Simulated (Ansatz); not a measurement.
The reference is KF in the rock salt structure (space group Fm-3m, No. 225; a = 5.307 Å). Axes: x, y, z lie along the cube axes.

The values are results of plane-wave PAW DFT at the PBEsol level (Ansatz, an electronic-structure program, 420 eV), no SOC, not measurements.

Before the change:

The pressure is -0.01 GPa. The gap character is direct at Γ and the valence-band top at Γ is 0.00, 0.00, 0.00 eV. The volume per atom is 18.68 Å³.

The change: biaxial strain −0.50 %, plane normal [001], relaxed out of plane (Cartesian); in-plane vectors clamped, the third vector and the atoms free.

Q: How does this affect the pressure, gap character, valence-band top at Γ and volume per atom?

A: The pressure (mean of the normal stresses, compression positive) increases by 0.274 GPa, from -0.01 GPa to 0.27 GPa; the gap character remains direct at Γ; the valence-band top at Γ (three highest levels, from the VBM) becomes 0.00, 0.00, -0.01 eV (base: 0.00, 0.00, 0.00 eV); the volume per atom decreases by 0.15 Å³ to 18.53 Å³.

Whether these cells are dynamically stable was not tested. Labels are those of the standard path for the cell's own space group.
